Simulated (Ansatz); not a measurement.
## Effect of Ga → As on GaP

Take GaP in the zinc blende structure (space group F-43m, No. 216; a = 5.438 Å) as the base.

Modification: full substitution Ga → As, then cell and atoms are relaxed.

The values are results of Ansatz (a first-principles code) PBEsol, no spin-orbit coupling, not measurements. k-mesh 14×14×14 (Γ-centred); smearing 0.05 eV (Fermi–Dirac), for the changed cell.

The volume per atom rises by 3.78 Å³ to 23.89 Å³ and the density drops by 0.48 g/cm³ (4.16 g/cm³ → 3.68 g/cm³). The lattice parameter a increases by 0.322 Å, from 5.438 Å to 5.760 Å and the space group remains F-43m (No. 216). The shortest interatomic distance increases by 0.139 Å (2.355 Å → 2.494 Å) and the band gap changes from 1.45 eV to zero.

Final structure:

```xyz
2
Lattice="0.0000 2.8800 2.8800 2.8800 0.0000 2.8800 2.8800 2.8800 0.0000" Properties=species:S:1:pos:R:3 pbc="T T T"
P      4.3200     4.3200     4.3200
As     0.0000     0.0000     0.0000
```

No phonon test of stability was made. As relaxed here, AsP is a hypothetical phase, not in the database extracts checked. All final runs are without spin polarisation.
